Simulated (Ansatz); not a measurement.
## Amorphous Si₃₀N₄₀Al

The cell was made by melting and quenching with the CHGNet potential and then relaxed with DFT. N atoms were pushed apart under 1.9 Å during the dynamics, to hinder bonds among them. The hot cell started wider than the set density and was brought back towards it in steps. It is the lowest in DFT energy of 2 quenches. It is a model cell: composition and starting density were chosen by hand, and all elements were melted together. No dispersion term was used.

Methods: PBE, scalar-relativistic without spin-orbit coupling (Ansatz, an electronic-structure program); r2SCAN, scalar-relativistic without spin-orbit coupling (Ansatz); HSE06, scalar-relativistic without spin-orbit coupling (Ansatz). Geometry, pressure, stress and energy are those of the PBE run. Its sampling: a 2×2×2 Γ-centred mesh; Fermi-Dirac width 0.02 eV; collinear spin, started from a total moment of 1 μB (at the end a net moment of 1.0 μB). Other functionals are single points at the zone centre (r2SCAN at 500 eV; exact exchange cut at the cell's faces), free to take moments where seeds were set. The usual formal charges leave 3 electrons over, so the level spacing at the Fermi energy parts defect or band states and needn't be the band gap. In the spin-polarised cell the level spacing at the Fermi energy can part levels of unlike spin. At PBE the levels at both edges of the gap are localised (band-tail or defect states), and the nearest spread-out levels lie 3.2 eV apart at the zone centre.

The number of atoms in the cell is 71 and the density (volume relaxed, without dispersion) is 2.86 g/cm³. The volume per atom is 11.68 Å^3 and the pressure on a 2×2×2 Γ-centred mesh comes out as 0.04 GPa. The largest force and stress component on that mesh (the relaxation ran on the zone centre alone) is 0.11 eV/Å and 4.4 GPa and the energy relative to beta Si3N4 + wurtzite AlN + silicon (lowest mix at this level among the phases computed, not always the ambient ones) is 0.356 eV/atom. The level spacing at the Fermi energy on a 2×2×2 Γ-centred mesh (PBE) comes out as 1.13 eV. The level spacing at the Fermi energy at the zone centre (PBE) comes out as 1.23 eV and the level spacing at the Fermi energy at the zone centre (r2SCAN) comes out as 1.80 eV. The level spacing at the Fermi energy at the zone centre (HSE06) is 2.31 eV and the net moment is 1.00 μB.

Cut-offs for bonds: Si-Si 2.60 Å, Si-N 2.18 Å, Si-Al 2.55 Å, N-N 1.70 Å, N-Al 2.30 Å, Al-Al 2.66 Å. Two cations that share two anions don't count as bonded, nor two that share one unless they lie closer than Si-Si 2.38 Å, Si-Al 2.48 Å, Al-Al 2.59 Å.

- Mean coordination of Si by anions = 4.00 (3 with 3, 24 with 4, 3 with 5); 1 close contacts or bonds to cations besides
- Mean coordination of N = 3.08 (1 with 2, 35 with 3, 4 with 4)
- Mean coordination of Al by anions = 3.00 (1 with 3); 1 close contacts or bonds to cations besides
- Mean Si-N bond = 1.771 Å (spread 0.062 Å, 120 counted)
- Mean N-Al bond = 1.939 Å (spread 0.046 Å, 3 counted)

Its density started from a set value of 2.98 g/cm³. The simulated quench (nominally 380 K/ps over its main leg) is rapid and tends to freeze in more defects than a deposited or slowly cooled glass has. One small periodic cell is one sample of the glass; other quenches scatter about these values. The volume was free in the relaxation, at fixed shape. Stress components on the final sampling reach 4.4 GPa.
